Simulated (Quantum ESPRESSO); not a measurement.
Quantum ESPRESSO run on YSc (P-6m2, 2 atoms in the cell): self-consistent single point.

Level of theory: LDA (PZ), GBRV 1.5 ultrasoft (LDA) pseudopotentials (plane waves; Quantum ESPRESSO).

```
YSc
1.0
    3.47370     0.00000     0.00000
   -1.73685     3.00832     0.00000
    0.00000     0.00000     5.33279
Y Sc
1 1
Cartesian
  0.00000   0.00000   0.00000
  0.00000   2.00555   2.66639
```

Reference input (self-consistent single point, DFT, LDA (PZ), plane waves, GBRV 1.5 ultrasoft (LDA) pseudopotentials): ecutwfc = 50 Ry; ecutrho = 400 Ry; occupations = smearing; smearing = mp; degauss = 0.0099958 Ry; potentials = {Y: y_lda_v1.4.uspp.F.UPF, Sc: sc_lda_v1.uspp.F.UPF}; K_POINTS = automatic 14 14 8 0 0 0; conv_thr = 1e-10 Ry; mixing_beta = 0.3. This run's input differs from it in these lines:

```diff
@@ -19,3 +19,3 @@
 &electrons
- conv_thr = 1.0d-10
+ conv_thr = 1.0d-4
  mixing_beta = 0.3
```

The program printed (abridged):

```
     Self-consistent Calculation

     iteration #  1     ecut=    50.00 Ry     beta= 0.30

     Threshold (ethr) on eigenvalues was too large:
     Diagonalizing with lowered threshold

     total energy              =    -187.11196865 Ry
     estimated scf accuracy    <       0.03068807 Ry

     iteration #  2     ecut=    50.00 Ry     beta= 0.30

     total energy              =    -187.11435250 Ry
     estimated scf accuracy    <       0.03877012 Ry

     iteration #  3     ecut=    50.00 Ry     beta= 0.30

     total energy              =    -187.11751721 Ry
     estimated scf accuracy    <       0.00249905 Ry

     iteration #  4     ecut=    50.00 Ry     beta= 0.30

     total energy              =    -187.11794599 Ry
     estimated scf accuracy    <       0.00224762 Ry

     iteration #  5     ecut=    50.00 Ry     beta= 0.30

     total energy              =    -187.11814117 Ry
     estimated scf accuracy    <       0.00010554 Ry

     iteration #  6     ecut=    50.00 Ry     beta= 0.30
     End of self-consistent calculation

     Number of k-points >= 100: set verbosity='high' to print the bands.

     the Fermi energy is     9.4847 ev

!    total energy              =    -187.11813220 Ry
     estimated scf accuracy    <       0.00007400 Ry
     smearing contrib. (-TS)   =       0.00020650 Ry
     internal energy E=F+TS    =    -187.11833870 Ry

     convergence has been achieved in   6 iterations

     Forces acting on atoms (cartesian axes, Ry/au):

     atom    1 type  1   force =     0.00000000    0.00000000    0.00000000
     atom    2 type  2   force =     0.00000000   -0.00000000    0.00000000

     Total force =     0.000000     Total SCF correction =     0.000000

          total   stress  (Ry/bohr**3)                   (kbar)     P=       -6.40
  -0.00004103  -0.00000000   0.00000000           -6.04       -0.00        0.00
  -0.00000000  -0.00004103  -0.00000000           -0.00       -6.04       -0.00
   0.00000000  -0.00000000  -0.00004839            0.00       -0.00       -7.12

   JOB DONE.
```

The run converged in 6 iterations. Against the reference run the free energy stays essentially unchanged (within 1 meV/atom) and the pressure goes from -2.98 to -0.64 GPa.

The starting cell comes from a database of computed structures (which also holds hypothetical and non-ambient phases and stackings), without a prior relaxation at this level. Its lattice was rescaled by a random factor within 2.5 % of one.

Cost on one core of a shared machine: roughly 90 s.
